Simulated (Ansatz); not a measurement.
KI: biaxial strain −2.50 %, plane normal [001], relaxed out of plane

The reference is KI in the rock salt structure (space group Fm-3m, No. 225; a = 7.006 Å). Axes: x, y, z lie along the cube axes.

Modification: biaxial strain −2.50 %, plane normal [001], relaxed out of plane (Cartesian); in-plane vectors clamped, the third vector and the atoms free.

Level of theory: DFT with PBEsol, PAW potentials and a 420 eV plane-wave cutoff in Ansatz (a quantum-chemistry and plane-wave program), without spin-orbit coupling. Settings: 8×8×8 k-points, 0.05 eV Fermi–Dirac smearing.

| quantity | base | changed | shift |
|---|---|---|---|
| volume per atom | 42.98 Å³ | 41.10 Å³ | -1.88 Å³ |
| space group | Fm-3m (No. 225) | I4/mmm (No. 139) | – |
| shortest interatomic distance | 3.503 Å | 3.415 Å | -0.088 Å |
| energy relative to the base (free energy F) | 0 meV/atom | +6.2 meV/atom | +6.2 meV/atom |
| pressure (mean of the normal stresses, compression positive) | 0.01 GPa | 0.66 GPa | +0.65 GPa |
| band gap | 3.87 eV | 3.97 eV | +0.093 eV |
| gap character | direct at Γ | direct at Γ | – |
| electron mass | 0.32 mₑ (at Γ) | 0.30 mₑ out of plane, 0.32 mₑ in plane (at Γ) | – |
| valence-band top at Γ (three highest levels, from the VBM) | 0.00, 0.00, 0.00 eV | 0.00, 0.00, -0.02 eV | – |
| valley order (the lowest conduction-band minima on the path, energy above the VBM, named in the base's zone) | Γ 3.87 eV; X along ⟨100⟩ 4.79 eV | Γ 3.97 eV; X along [100] 4.69 eV; X along [001] 4.71 eV | – |
| out-of-plane strain | – | +0.60 % | – |
| ratio −ε⊥/ε∥ | – | 0.24 | – |
| mean in-plane stress (compression positive) | – | +1.0 GPa | – |

Spin-orbit coupling, missing from the scalar runs, can matter with I. Masses are band curvatures over ±0.01 Å⁻¹ around the edge. Whether these cells are dynamically stable was not tested. k-point labels follow each cell's own Brillouin zone.
